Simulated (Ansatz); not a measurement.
Start from Mg$_{3}$Sb$_{2}$ (space group P-3m1, No. 164; a = 4.551 Å, c = 7.181 Å).

All numbers come from PBEsol (Ansatz, a first-principles code, PAW, spin-orbit coupling left out).

Before the change:

* **Gap between the host's bands**: 0.15 eV
* **Gap character**: indirect, Γ → k = (0, 0.417, 0.286) in the run's primitive reciprocal basis

It is then changed as follows: electron doping at 3.0×10^21 cm⁻³ (0.386 per cell), with a uniform compensating background at fixed cell and a 300 K Fermi–Dirac width.

Problem. Estimate the effect on the gap between the host's bands.

Solution. The gap between the host's bands goes up by 0.023 eV to 0.18 eV.

Problem. What does the calculation give for the Fermi level from band edge after the change?

Solution. The Fermi level relative to the doped band's edge (positive inside the band; to 0.05 eV) amounts to +0.50 eV.

Problem. What happens to the gap character?

Solution. The gap character remains indirect, Γ → k = (0, 0.417, 0.286) in the run's primitive reciprocal basis.

Charged cell with a jellium background: band edges are those of the host's band count, energies are not comparable with the neutral cell, and many-body gap narrowing is missing. With Sb present, leaving out spin-orbit coupling can change the band edges. Stability against distortions was not tested. The zero or small gap of Mg3Sb2 can change with the level of theory.
